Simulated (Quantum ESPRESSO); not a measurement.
Quantum ESPRESSO is run on GeSb2Te4 (R-3m, 7 atoms in the cell), and the run fails. The aim is a self-consistent single point with DFT, revPBE, plane waves, PSlibrary ultrasoft (PBE) pseudopotentials.

Cell that was meant: a = 13.9758 Å, b = 13.9758 Å, c = 13.9758 Å, α = 17.40°, β = 17.40°, γ = 17.40°.

Part of the input:

```fortran
Ge    72.6300  Ge.pbe-n-rrkjus_psl.1.0.0.UPF
Sb   121.7600  Sb.pbe-n-rrkjus_psl.1.0.0.UPF
Te   127.6000  Te.pbe-n-rrkjus_psl.1.0.0.UPF
ATOMIC_POSITIONS direct
Ge    0.0000000000    0.0000000000    0.0000000000
Sb    0.4273000000    0.4273000000    0.4273000000
Sb    0.5727000000    0.5727000000    0.5727000000
```

The program printed (abridged):

```
     This program is part of the open-source Quantum ESPRESSO suite
     for quantum simulation of materials; please cite

 %%%%%%%%%%%%%%%%%%%%%%%%%%%%%%%%%%%%%%%%%%%%%%%%%%%%%%%%%%%%%%%%%%%%%%%%%%%%%%
     Error in routine read_cards (1):
     unknown option for ATOMIC_POSITION: ATOMIC_POSITIONS DIRECT
 %%%%%%%%%%%%%%%%%%%%%%%%%%%%%%%%%%%%%%%%%%%%%%%%%%%%%%%%%%%%%%%%%%%%%%%%%%%%%%

     stopping ...
```

**Question.** Read the log: what does the program object to, and what is the fix?

**Answer.** The fault is a value that the program does not know. The key takes a closed list of words, and names differ between codes. To fix it, use one of the words that the key accepts. The program stopped before any SCF iteration.

The sound input it was made from differs as follows (other fixes are possible):
```diff
-ATOMIC_POSITIONS direct
+ATOMIC_POSITIONS crystal
```

With that input, the run converged in 16 iterations: free energy E − TS -2255.7576 eV; Fermi level (on the code's own zero) 6.75 eV; pressure 3.35 GPa; largest force (vector length) 0.922 eV/Å (DFT, revPBE, plane waves, PSlibrary ultrasoft (PBE) pseudopotentials).

On the sound input: the starting cell was generated: these elements placed on a structure prototype, without a prior relaxation; it need not be a known phase or ordering of this composition. Its lattice was rescaled by a random factor within 2.5 % of one. With a pressure of about 3 GPa the cell is away from its equilibrium volume at this level. The run gives no clean gap (levels at the Fermi energy touch, overlap or are partly filled at this smearing), which alone does not show that the compound is a metal. Without a gap this mesh is coarse (it stands for a supercell whose shortest vector is 17 Å).
